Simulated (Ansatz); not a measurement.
**TiB₂ (model structure, started from the C54 type, Fddd, No. 70, 6 atoms in the cell)**

Computed with PBEsol in Ansatz (PAW).

Run with plane-wave cutoff 500 eV, 12×12×12 k mesh, Fermi–Dirac smearing 0.05 eV, no spin polarisation, scalar-relativistic PAW data made under PBE.

Cell (relaxed at this level):

```yaml
crystal:
  lattice:
    - [0.00000, 3.08709, 3.99073]
    - [2.28577, 0.00000, 3.99073]
    - [2.28577, 3.08709, 0.00000]
  atoms:
    - { symbol: B, position: [0.63188, 0.36812, 0.63188] }
    - { symbol: B, position: [0.36812, 0.63188, 0.36812] }
    - { symbol: B, position: [0.61812, 0.88188, 0.61812] }
    - { symbol: B, position: [0.88188, 0.61812, 0.88188] }
    - { symbol: Ti, position: [0.00000, 0.00000, 0.00000] }
    - { symbol: Ti, position: [0.25000, 0.25000, 0.25000] }
```

| Property | Result |
|---|---|
| band gap | none |

Note: the relaxation could raise the start's symmetry but not lower it, so the cell can be a saddle point.

Computed values are for the static lattice.

A model structure was made by putting elements into a prototype or built by hand; it is no filed structure, need not be a known phase, and can be a saddle point held by its symmetry.

Ansatz is a first-principles code.
